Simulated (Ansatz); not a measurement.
For AlB2-type HfB₂, PBE (PAW; Ansatz, a quantum-chemistry and plane-wave program) gives:

```
Item                  Value
------------------  -------
lattice constant a  3.145 Å
c axis length       3.486 Å
```

Problem. What does Hartree–Fock (Ansatz, PAW) give for the same quantities?

Solution. 
- lattice constant a: 3.175 Å (grows by 1.0 %)
- lattice parameter c: 3.577 Å (grows by 2.6 %)

For comparison: lattice constant a 3.14 Å (measured, temperature not stated, copied from a table, unchecked, no zero-point or thermal correction; as tabulated in Journal of Nuclear Materials 21, 14 (1967)); lattice parameter c 3.48 Å (measured, temperature not stated, copied from a table, unchecked, no zero-point or thermal correction; as tabulated in Journal of Nuclear Materials 21, 14 (1967)).

Changes are worked out from the printed values.

Unless a cell is named, each level is at its own relaxed cell (PBE 9.96, Hartree–Fock 10.41 Å³/atom).

Levels without +SOC leave out spin–orbit coupling, which shifts energies and cells of such heavy elements.

Ansatz's density-functional and Hartree–Fock values are scalar-relativistic unless marked +SOC, with PAW data made under PBE.
